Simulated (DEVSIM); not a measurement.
System: Si p-n junction from an implanted or diffused profile, at 300 K.

Layer 1 from the left is Si, thickness (μm) 11.0, Nd (cm⁻³) 2.2e15, τn (s) 0.00066, τp (s) 0.00066.

Added acceptor profile: 6.1e18 cm⁻³ × exp(−(x − 0 μm)²/(2·(0.29 μm)²)). Left contact: ohmic. Right contact: ohmic. Voltage is applied to the left contact. Recombination: SRH at mid-gap, Auger. Mobility is constant in doping.

The device is made up for the run: typed textbook-type constants, with dimensions and the other settings drawn at random. Values at 300 K.

Si: gap (eV) 1.124, affinity (eV) 4.05, permittivity 11.7, Nc (cm⁻³) 2.86e19, Nv (cm⁻³) 3.1e19, μn (cm²/Vs) 1417, μp (cm²/Vs) 470, Cn (cm⁶/s) 2.8e-31, Cp (cm⁶/s) 9.9e-32.

Model (solved in DEVSIM): 1D drift-diffusion, Boltzmann statistics, complete ionisation; no tunnelling, impact ionisation, image-force lowering or self-heating.

Q: What does the simulation give for the potential step across the device at zero bias, the dark forward voltage at 100 A/cm², the dark forward voltage at 1 A/cm²?

A: potential step across the device at zero bias 0.837 V; dark forward voltage at 100 A/cm² 0.764 V; dark forward voltage at 1 A/cm² 0.596 V.
